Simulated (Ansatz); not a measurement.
System: C-vacancy pair (C on one host N site, one N site vacant) in wurtzite AlN (neutral cell). Computed with PBE, PAW (plane waves to 420 eV; Ansatz, a quantum-chemistry and plane-wave program).

Settings: 72 host sites, the relaxed PBE lattice, the Γ point alone, smearing 0.01 eV, spin-restricted, no image-charge correction. Energies are static. The charge state is imposed; whether it is stable for some Fermi level was not computed. Forms of the defect that were not tried may lie lower. The start lies 0.16 eV above the lowest site run (PBE).

Barriers: single points on a 2×2×2 k-point mesh shifted by half a step along c at the bands' geometries (they differ from the bands' own by up to 0.45 eV, and are uncertain by about as much).

The step: one N atom jumps into the vacancy from a nearby N site (C-vacancy distance between ideal sites 3.09 → 5.02 Å). Atoms about the jump, Cartesian Å from the middle of the jump, before and after:

```
atom     x0     y0     z0     x1     y1     z1
----  -----  -----  -----  -----  -----  -----
N1    -0.80  -0.46   1.23   0.80   0.46  -1.23
Al2   -0.85  -0.49  -0.71  -0.81  -0.47  -1.39
Al3    0.75   0.43   1.86   0.73   0.42   1.90
Al4    0.75   2.26  -0.62   0.75   2.24  -0.63
Al5    2.33  -0.48  -0.62   2.32  -0.47  -0.63
N6     0.75   2.24   1.28   0.74   2.23   1.29
N7     2.32  -0.47   1.28   2.30  -0.47   1.29
Al8   -2.37   0.44   1.86  -2.35   0.42   1.90
Al9   -0.81  -2.27   1.86  -0.81  -2.25   1.90
N10   -2.41   0.46  -1.20  -2.42   0.46  -1.23
N11   -0.81  -2.32  -1.20  -0.81  -2.33  -1.23
Al12  -2.39   2.25  -0.62  -2.37   2.24  -0.63
Al13   0.75  -3.19  -0.62   0.75  -3.17  -0.63
N14   -2.38   2.25   1.29  -2.36   2.23   1.29
N15    0.76  -3.18   1.29   0.75  -3.16   1.29
N16   -0.81   3.13  -1.23  -0.81   3.14  -1.22
N17    2.30  -2.27  -1.23   2.32  -2.27  -1.22
N18    0.77   0.44   3.77   0.75   0.43   3.81
C19   -0.81  -0.47  -3.67  -0.81  -0.47  -3.54
```

**Question.** Give the saddle-point geometry and the barrier.

**Answer.** 
```
atom      x      y      z
----  -----  -----  -----
N1    -0.04  -0.02   0.28
Al2   -0.91  -0.52  -1.24
Al3    0.87   0.50   1.82
Al4    0.69   2.15  -0.54
Al5    2.21  -0.48  -0.54
N6     0.82   2.35   1.37
N7     2.44  -0.46   1.37
Al8   -2.34   0.46   1.87
Al9   -0.77  -2.25   1.87
N10   -2.53   0.46  -1.27
N11   -0.87  -2.42  -1.27
Al12  -2.40   2.22  -0.63
Al13   0.72  -3.18  -0.63
N14   -2.34   2.25   1.29
N15    0.78  -3.15   1.29
N16   -0.83   3.10  -1.22
N17    2.27  -2.26  -1.22
N18    0.77   0.44   3.76
C19   -0.81  -0.47  -3.51
```
It lies 3.80 eV above the start and 3.95 eV above the end. The saddle point's order was not checked, and it lies on a symmetry element of the cell, where a band can be held.
